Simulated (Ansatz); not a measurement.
# A constructed model of the (111) surface of fcc Pt, a layer of Zr in place of the third plane (bottom of the slab: a bare face, its two planes held)

These are PBE (plane waves to 420 eV, PAW; Ansatz, a program for electronic structure) values and carry that method's errors.

Slab: 6 atoms, 11.9 Å thick at the start; k 15x15x1, smearing 0.1 eV, dipole-corrected; 2 atoms held, the rest relaxed; symmetry of the start imposed; no spin, no spin-orbit, no U. In PBE it lies 0.28 eV a 1x1 cell over the lowest computed structure of the same composition (a layer of Zr in place of the second plane).

```
Item                                              Value
-----------------------------  ------------------------
work function of the top face                   5.95 eV
energy released by relaxation                   0.18 eV
cost                           roughly 2.7 core-minutes
```
